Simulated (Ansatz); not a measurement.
**Response to strain in KTaO3**

Take KTaO₃ in the cubic perovskite structure (space group Pm-3m, No. 221; a = 3.952 Å) as the base.

Strains are applied to the cell and any free atomic positions relax.

Method: Ansatz (an electronic-structure program) LDA, without spin-orbit coupling.

Candidates:
(a) isotropic strain −3.00 %
(b) isotropic strain −0.60 %
(c) isotropic strain −2.40 %

Base values:

```
Quantity    Value
--------  -------
Band gap  2.13 eV
```

Order them by band gap, highest first.

(a) isotropic strain −3.00 % (2.30 eV), (c) isotropic strain −2.40 % (2.27 eV), (b) isotropic strain −0.60 % (2.17 eV)

Spin-orbit coupling, missing from the scalar runs, can matter with Ta. No phonon test of stability was made.
